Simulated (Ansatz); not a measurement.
System: TiRh (Pm-3m, No. 221, 2 atoms in the cell; start mp-11563; a measured phase of this formula has another space group). Method: PBEsol (Ansatz, a program for electronic structure, PAW).

Settings: plane-wave cutoff 520 eV, 18×18×18 k mesh, Fermi–Dirac smearing 0.05 eV, no spin polarisation, scalar-relativistic PAW data made under PBE.

Cell (relaxed at this level):

```
RhTi
1.0
    3.07103     0.00000     0.00000
    0.00000     3.07103     0.00000
    0.00000     0.00000     3.07103
Ti Rh
1 1
Direct
  0.50000   0.50000   0.50000
  0.00000   0.00000   0.00000
```

Predict the bulk modulus.


- bulk modulus = 207 GPa

Note: the run has no spin polarisation, so it can have missed a magnetic state; the bulk modulus is −V dP/dV from two relaxed cells at ±2 % in volume; the relaxation could not lower the start's symmetry, so the cell can be a saddle point above a distorted one.

The computed numbers hold no vibrational or temperature effects.

A start named mp-… is a Materials Project structure, which need not be a measured phase.
